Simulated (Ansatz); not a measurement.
# Contacts to MgO-rs (110, MgO face)

Plane-wave PAW runs of Ansatz (a quantum-chemistry and plane-wave program) at PBE, 420 eV, without spin–orbit coupling and spin-polarised for magnetic metals alone: periodic stacks cut from bulk faces, the metal strained to the host, one local minimum each, barriers from the potential line-up. PBE gaps are too small, so electron and hole barriers sum to less than measured.

```json
[
 {"metal face": "(1) TaN-rs (110)", "host face": "MgO-rs (110)", "atoms; faces of host | metal; metal's strain (%)": "32; MgO/MgO | NTa/NTa; -3.7", "hole barrier (eV)": "3.86", "electron barrier (eV)": "0.60"},
 {"metal face": "(2) TiN-rs (110)", "host face": "MgO-rs (110)", "atoms; faces of host | metal; metal's strain (%)": "32; MgO/MgO | NTi/NTi; +0.2", "hole barrier (eV)": "3.45", "electron barrier (eV)": "1.02"},
 {"metal face": "(3) Nb (110)", "host face": "MgO-rs (110)", "atoms; faces of host | metal; metal's strain (%)": "52; MgO/MgO | Nb/Nb; +4.9", "hole barrier (eV)": "…", "electron barrier (eV)": "…"},
 {"metal face": "(4) V (110)", "host face": "MgO-rs (110)", "atoms; faces of host | metal; metal's strain (%)": "30; MgO/MgO | V/V; +0.4", "hole barrier (eV)": "…", "electron barrier (eV)": "…"}
]
```

**Question.** Some entries are withheld; supply them.

**Answer.** 
- (3) Nb (110), hole barrier (eV): 3.35
- (3) Nb (110), electron barrier (eV): 1.11
- (4) V (110), hole barrier (eV): 3.32
- (4) V (110), electron barrier (eV): 1.14
